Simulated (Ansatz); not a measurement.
Seebeck coefficient (μV/K, mean over directions) of n-type Si (Fd-3m) against carrier density, PBE with spin-orbit coupling, rigid bands run with Ansatz (a program for electronic structure). Computed gap 0.56 eV; densities at which minority carriers matter at this gap, or further valleys turn the trend, are left out. Conductivity mass 0.29 mₑ (harmonic mean over directions), N_c = 3.1e19 cm⁻³ at 300 K.

```csv
electron density,300 K,500 K
1e18 cm⁻³,-507,(withheld)
3e18 cm⁻³,-413,-486
1e19 cm⁻³,(withheld),-383
3e19 cm⁻³,(withheld),-292
1e20 cm⁻³,-135,-198
3e20 cm⁻³,-80,-129
1e21 cm⁻³,-48,-76
```

Question: Fill in the missing entries.

Answer: 
- 1e18 cm⁻³, 500 K: -580
- 1e19 cm⁻³, 300 K: -311
- 3e19 cm⁻³, 300 K: -222

Rigid bands with a gap fixed in temperature, one relaxation time for all states, no polarons or phonon drag, and whether or not such doping can be reached. Geometry: cell and atoms relaxed with PBEsol.
